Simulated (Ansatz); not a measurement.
System: TiAl₃ (I4/mmm, No. 139). Method: PBE in Ansatz (PAW).

Run with plane-wave cutoff 520 eV, 24×24×24 k mesh, Fermi–Dirac smearing 0.033 eV (set by the program), no spin polarisation, scalar-relativistic PAW data made under PBE.

Computed at the level's own relaxed cell.

Hill averages of the elastic tensor: K = 105.7 GPa, G = 88.3 GPa. Volume 15.936 Å³/atom, mean atomic mass 32.203 u.

Work out the density, the sound velocities of a polycrystal and the elastic Debye temperature, and Pugh's ratio at this level.

ρ = 1.66054 × 32.203/15.936 = 3.356 g/cm³. v_l = √[(K + 4G/3)/ρ] = 8.159 km/s and v_t = √(G/ρ) = 5.129 km/s. The mean follows from 3/v_m³ = 1/v_l³ + 2/v_t³: v_m = 5.647 km/s. Θ_D = (ħ/k_B) v_m (6π²/V)^(1/3) = 76.38 K Å s/km × 5.647 × 1.5489 Å⁻¹ = 668 K, counting all atoms of the cell. K/G = 1.20, to be set beside Pugh's rough bound of 1.75 between brittle and ductile metals.

Ansatz is an electronic-structure program.
